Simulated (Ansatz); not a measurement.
Ba2InSbO6 (model structure, started from the Ba2BiTaO6 type, R-3, No. 148, 10 atoms in the cell)

Method: r²SCAN in Ansatz (plane waves, PAW).

Run with plane-wave cutoff 560 eV, 8×8×8 k mesh, Fermi–Dirac smearing 0.01 eV, scalar-relativistic PAW data made under PBE.

Cell (relaxed with PBEsol):

Space group R-3, hexagonal axes (No. 148); a = b = 5.854 Å, c = 14.294 Å, α = β = 90.00°, γ = 120.00°

```
atom  site  symmetry       x       y       z
----  ----  --------  ------  ------  ------
Ba      6c        3.  0.0000  0.0000  0.2500
Sb      3b       -3.  0.0000  0.0000  0.5000
In      3a       -3.  0.0000  0.0000  0.0000
O      18f         1  0.1493  0.3460  0.0863
```
(The calculation used a cell of 10 atoms; values per cell refer to that cell.)

```
Property                                       Value
-------------------------------------------  -------
band gap                                     1.85 eV
smallest direct gap on the k points sampled  1.87 eV
```

Note: the relaxation could raise the start's symmetry but not lower it, so the cell can be a saddle point; cell and atoms aren't relaxed at this level (largest force component 0.18 eV/Å, pressure 1.1 GPa).

Spin–orbit coupling is not included.

Static lattice: no zero-point or thermal effects.

A model structure was made by putting elements into a prototype or built by hand; it is no filed structure, need not be a known phase, and can be a saddle point held by its symmetry.

Ansatz is a first-principles code.
